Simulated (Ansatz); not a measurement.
Structures of equal composition on the (110) surface of bcc Nb: a layer of Sc in place of the second plane; a layer of Sc in place of the third plane. The slabs share one bottom face, and each structure is named by its start. These are constructed structures in small cells; real faces may alloy, dewet or reconstruct in larger ones, and not all known structures of the face are among them. Slabs of about 12 Å with all that they carry, Fermi-Dirac smearing of 0.1 eV. Bottom of the slabs: a bare face, its two planes held. Relaxed from the named starts with such symmetry as they have, on meshes of like density; energies extrapolated to zero smearing; no spin-orbit coupling, no U. Spin-polarised runs, if any, are marked in brackets, and their order is one that fits the cell; the others ran without spin.

All values below come from PBE (plane waves to 420 eV, PAW; Ansatz, a quantum-chemistry and plane-wave program).

Question: Put the candidates in order of energy per 1x1 cell, lowest first, for PBE.

Answer: a layer of Sc in place of the third plane (0.000 eV), a layer of Sc in place of the second plane (0.111 eV)
